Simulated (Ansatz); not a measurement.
**What Al → B does to Al**

Take Al in the fcc (Cu type) structure (space group Fm-3m, No. 225; a = 4.014 Å) as the base.

Modification: full substitution Al → B; the structure is relaxed again.

Method: plane-wave PAW DFT at the PBEsol level (Ansatz, a program for electronic structure, 420 eV), spin-orbit coupling left out. Γ-centred 28×28×28 mesh, Fermi–Dirac width 0.05 eV, for the changed cell.

| quantity | base | changed | shift |
|---|---|---|---|
| volume per atom | 16.17 Å³ | 5.82 Å³ | -10.35 Å³ |
| density | 2.77 g/cm³ | 3.08 g/cm³ | +0.31 g/cm³ |
| space group | Fm-3m (No. 225) | Fm-3m (No. 225) | – |
| shortest interatomic distance | 2.839 Å | 2.020 Å | -0.819 Å |
| band gap | zero | zero | – |

Cost of the whole job for the changed cell (relaxation, final SCF and bands): around 20 core-seconds (rough).

Stability against distortions was not tested. As relaxed here, B is a hypothetical phase, not in the database extracts checked.
